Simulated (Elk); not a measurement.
# Input and output of a self-consistent single point for Hf3Co (Pm-3m, 4 atoms in the cell) (Elk)

Level of theory: LDA (PW92), all-electron FP-LAPW, Elk's shipped species files, default APW+lo basis in Elk 10.2.4.

This input was run:

```
tasks
  0

xctype
  3

spinpol
  .true.

reducebf
  0.7

rgkmax
  7.0

rmtscf
  0.95

nempty
  10

stype
  0

swidth
  0.00367493

avec
    8.0167284467    0.0000000000    0.0000000000
    0.0000000000    8.0167284467    0.0000000000
    0.0000000000    0.0000000000    8.0167284467

sppath
  './'

atoms
  2   : nspecies
  'Hf.in'   : spfname
  3   : natoms; atposl, bfcmt below
  0.0000000000  0.5000000000  0.5000000000    0.0 0.0 0.0
  0.5000000000  0.0000000000  0.5000000000    0.0 0.0 0.0
  0.5000000000  0.5000000000  0.0000000000    0.0 0.0 0.0
  'Co.in'   : spfname
  1   : natoms; atposl, bfcmt below
  0.0000000000  0.0000000000  0.0000000000    0.0 0.0 -3.0

ngridk
  6 6 6
```

Output, abridged:

```
│ Elk code version 10.2.4 │

All units are atomic (Hartree, Bohr, etc.)

│ Ground-state run starting from atomic densities │

Lattice vectors :
   8.016728447       0.000000000       0.000000000
   0.000000000       8.016728447       0.000000000
   0.000000000       0.000000000       8.016728447

Unit cell volume      :    515.2185826
Brillouin zone volume :   0.4814465584

Muffin-tin inner radius fraction :   0.1000000000E-01

Nuclei treated as point charges

Species :    1 (Hf)
 parameters loaded from : Hf.in
 name : hafnium
 nuclear charge    :   -72.00000000
 electronic charge :    72.00000000
 atomic mass :    325367.3656
 muffin-tin radius :    2.660000000
 number of radial points in muffin-tin :    697
 atomic positions (lattice), magnetic fields (Cartesian) :
   1 :   0.00000000  0.50000000  0.50000000    0.00000000  0.00000000  0.00000000
   2 :   0.50000000  0.00000000  0.50000000    0.00000000  0.00000000  0.00000000
   3 :   0.50000000  0.50000000  0.00000000    0.00000000  0.00000000  0.00000000

Species :    2 (Co)
 parameters loaded from : Co.in
 name : cobalt
 nuclear charge    :   -27.00000000
 electronic charge :    27.00000000
 atomic mass :    107428.6517
 muffin-tin radius :    2.280000000
 number of radial points in muffin-tin :    497
 atomic positions (lattice), magnetic fields (Cartesian) :
   1 :   0.00000000  0.00000000  0.00000000    0.00000000  0.00000000 -3.00000000

Total number of atoms per unit cell :    4

Spin treatment :
 spin-polarised
 global magnetic field (Cartesian) :    0.000000000       0.000000000       0.000000000
 collinear magnetisation in z-direction

Number of Bravais lattice symmetries :   48
Number of crystal symmetries         :   48
Crystal has inversion symmetry
Real symmetric eigensolver will be used

k-point grid :      6     6     6
k-point offset :    0.000000000       0.000000000       0.000000000
k-point set is reduced with full crystal symmetry group
   [... lines left out ...]
Maximum |G| for potential and density :    12.00000000
 potential will be trimmed for |G| > 2 gkmax
Constant for pseudocharge density :    8
Radial integration step length :    4

G-vector grid sizes :     32    32    32
Number of G-vectors :    15155

Maximum angular momentum used for
 APW functions                      :    8
 outer part of muffin-tin           :    6
 inner part of muffin-tin           :    1

Total nuclear charge    :   -243.0000000
Total core charge       :    150.0000000
Total valence charge    :    93.00000000
Total excess charge     :    0.000000000
Total electronic charge :    243.0000000

Effective Wigner radius, rₛ :   0.7969520863

Number of empty states         :   40
Total number of valence states :  174
Total number of core states    :  150

Total number of local-orbitals :   98

Exchange-correlation functional :      3     0     0
 Perdew-Wang/Ceperley-Alder, Phys. Rev. B 45, 13244 (1992)
 gradient requirement :    0
 local density approximation (LDA)

Smearing type :    0
 Gaussian
Smearing width :   0.3674930000E-02
Effective electronic temperature (K) :    1160.451112

Mixing type :    3
 Broyden mixing, J. Phys. A: Math. Gen. 17, L317 (1984)

Kohn-Sham potential initialised from atomic data
│ Self-consistent loop started │
│ Loop number : 1 │
 total energy                :     -46644.1376078
 total moment                :    1.381517540
│ Loop number : 2 │
 total energy                :     -46644.8907858
 total moment                :    1.456145476
RMS change in Kohn-Sham potential (target) :   0.3114814768     (  0.1000000000E-05)
Absolute change in total energy (target)   :   0.7531779512     (  0.1000000000E-03)
│ Loop number : 3 │
 total energy                :     -46649.5243226
 total moment                :    1.400041836
RMS change in Kohn-Sham potential (target) :   0.3180072419     (  0.1000000000E-05)
Absolute change in total energy (target)   :    4.821831314     (  0.1000000000E-03)
│ Loop number : 4 │
 total energy                :     -46650.4497615
 total moment                :    1.406690568
RMS change in Kohn-Sham potential (target) :   0.2752211734     (  0.1000000000E-05)
Absolute change in total energy (target)   :    2.130896709     (  0.1000000000E-03)
│ Loop number : 5 │
 total energy                :     -46653.4675337
   [... lines left out ...]
RMS change in Kohn-Sham potential (target) :   0.2479250551E-04 (  0.1000000000E-05)
Absolute change in total energy (target)   :   0.2225245335E-03 (  0.1000000000E-03)
│ Loop number : 33 │
 total energy                :     -46657.5507290
 total moment                :   0.2103769355E-03
RMS change in Kohn-Sham potential (target) :   0.2171486380E-04 (  0.1000000000E-05)
Absolute change in total energy (target)   :   0.1281561345E-03 (  0.1000000000E-03)
│ Loop number : 34 │
 total energy                :     -46657.5508295
 total moment                :  -0.1982893994E-02
RMS change in Kohn-Sham potential (target) :   0.7574562249E-05 (  0.1000000000E-05)
Absolute change in total energy (target)   :   0.6847044278E-04 (  0.1000000000E-03)
│ Loop number : 35 │
 total energy                :     -46657.5508477
 total moment                :  -0.1790850435E-02
RMS change in Kohn-Sham potential (target) :   0.9257522903E-06 (  0.1000000000E-05)
Absolute change in total energy (target)   :   0.3533808922E-04 (  0.1000000000E-03)
Convergence targets achieved

│ Loop number : 36 │

Energies :
 Fermi                       :     0.319330005702
 sum of eigenvalues          :     -28480.5539817
 electron kinetic            :      52033.7290713
 core electron kinetic       :      50277.2885501
 Coulomb                     :     -97731.5231177
 Coulomb potential           :     -79240.6046917
 nuclear-nuclear             :     -3535.83665490
 electron-nuclear            :     -109150.768234
 Hartree                     :      14955.0817711
 Madelung                    :     -58111.2207719
 xc potential                :     -1273.67836131
 xc effective B-field        :    -0.841439919049E-08
 external B-field            :      0.00000000000
 exchange                    :     -935.160659041
 correlation                 :     -24.5961633643
 total energy                :     -46657.5508688
 (external B-field energy excluded from total)

Density of states at Fermi energy :    193.7402210
 (states/Hartree/unit cell)

Estimated indirect band gap :   0.9363537250E-03
 from k-point     16 to k-point      8
Estimated direct band gap   :   0.5789479827E-02
 at k-point     15

Charges :
 core                        :    150.0000000
 valence                     :    93.00000000
 interstitial                :    6.602612550
 muffin-tins (core leakage)
  species :    1 (Hf)
   atom    1                 :    70.19466431     (  0.9976702628E-06)
   atom    2                 :    70.19466431     (  0.9976702628E-06)
   atom    3                 :    70.19466431     (  0.9976702628E-06)
  species :    2 (Co)
   atom    1                 :    25.81339451     (  0.9017490519E-03)
 total in muffin-tins        :    236.3973874
 total calculated charge     :    242.9862534
 total charge                :    243.0000000
 error                       :   0.1374664026E-01

Moments :
 interstitial                :  -0.3771406631E-03
 muffin-tins
  species :    1 (Hf)
   atom    1                 :  -0.2688192990E-03
   atom    2                 :  -0.2688192990E-03
   atom    3                 :  -0.2688192990E-03
  species :    2 (Co)
   atom    1                 :  -0.3571559894E-03
 total in muffin-tins        :  -0.1163613886E-02
 total moment                :  -0.1540754549E-02

│ Self-consistent loop stopped │
```

The run converged in 36 iterations. The count includes the last loop, which Elk runs after its targets are met.

The starting cell comes from a database of computed structures (which also holds hypothetical and non-ambient phases and stackings), without a prior relaxation at this level. Spin-orbit coupling is off. The starting moments vanished: the run ended non-magnetic, which need not be the lowest state. Values depend on the basis (sphere radii, cutoffs, local orbitals), which need not be converged. The log's line on a gap gives a spacing of levels on this mesh, which the program prints for metals too.

Cost on one core of a shared machine: roughly 2 min.
